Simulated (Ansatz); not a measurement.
Take V in the diamond structure (space group Fd-3m, No. 227; a = 5.4674 Å; ferromagnetic; a hypothetical phase, not in the database extracts checked) as the base.

(Cell as relaxed with PBE.)

Levels (all Ansatz, a program for electronic structure, PAW): PBE (420 eV, without spin-orbit coupling); PBEsol (420 eV, scalar-relativistic without spin-orbit coupling).

Each level relaxes its own structure.

| base | PBE | PBEsol |
|---|---|---|
| volume per atom | 20.43 Å³ | 19.27 Å³ |
| lattice parameter a | 5.467 Å | 5.362 Å |
| band gap | zero | zero |
| largest site moment | 1.45 μB | 1.38 μB |

Now apply this change: a hydrostatic pressure of 0.7 GPa.

| quantity | PBE | PBEsol |
|---|---|---|
| largest site moment | 1.44 μB | 1.36 μB |
| magnetic state | ferromagnetic | ferromagnetic |
| shortest interatomic distance | 2.358 Å | 2.314 Å |

PBE's largest site moment lies 0.08 μB above PBEsol's; PBE's shortest interatomic distance lies 0.0448 Å above PBEsol's (1.9 %); the two agree on the magnetic state. Neither level is exact; PBEsol is the comparison here, not a measurement.

The magnetic state is the one reached from the starting moments; the real material's order can differ, and small cells can't hold many antiferromagnetic ones. Load acts through the strain it causes; cell and atoms are relaxed under it. Whether these cells are dynamically stable was not tested.
